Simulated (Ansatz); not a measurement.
A computed series for TiO2: pressure series

The parent structure is TiO2 in the anatase structure (space group I4_1/amd, No. 141).

TiO$_{2}$ is modelled in the tetragonal space group I4₁/amd, origin choice 1 (No. 141), the anatase structure, Pearson symbol tI12. Cell: a = 3.798 Å, b = 3.798 Å, c = 9.704 Å, α = 90.00°, β = 90.00°, γ = 90.00°. Ti on 4b is surrounded by 6 O at 1.946–2.003 Å. O on 8e is coordinated by 3 Ti at 1.946–2.003 Å. (Neighbours: up to the widest gap in distance over summed covalent radii, below 1.35, at either atom; cation-cation and far metal-metal contacts left out.)
(The calculation used a cell of 6 atoms; values per cell refer to that cell.)

Cell and atoms are relaxed at each pressure.

Levels (all Ansatz, an electronic-structure program, PAW, earlier PAW set): PBE (420 eV, scalar-relativistic without spin-orbit coupling); r2SCAN (500 eV, spin-orbit coupling left out).

The base cell above is that of PBE; each level relaxes its own structures.

```tsv
case	band gap, PBE	band gap, r2SCAN
pressure −2 GPa	2.14 eV	2.54 eV
pressure −1 GPa	2.13 eV	2.54 eV
pressure 0.3 GPa	2.13 eV	2.53 eV
pressure 0.7 GPa	2.13 eV	2.53 eV
pressure 1.5 GPa	2.12 eV	2.53 eV
pressure 3 GPa	2.12 eV	2.52 eV
pressure 5 GPa	2.10 eV	2.51 eV
pressure 7.5 GPa	2.08 eV	2.49 eV
pressure 10 GPa	2.06 eV	2.47 eV
```

PBE lies below r2SCAN in every row, by 0.40 eV to 0.41 eV. Near ties aside, they put the cases in the same order.

Load acts through the strain it causes; cell and atoms are relaxed under it. Stability against distortions was not tested. Competing high-pressure phases were not computed. The final runs are not spin-polarised.
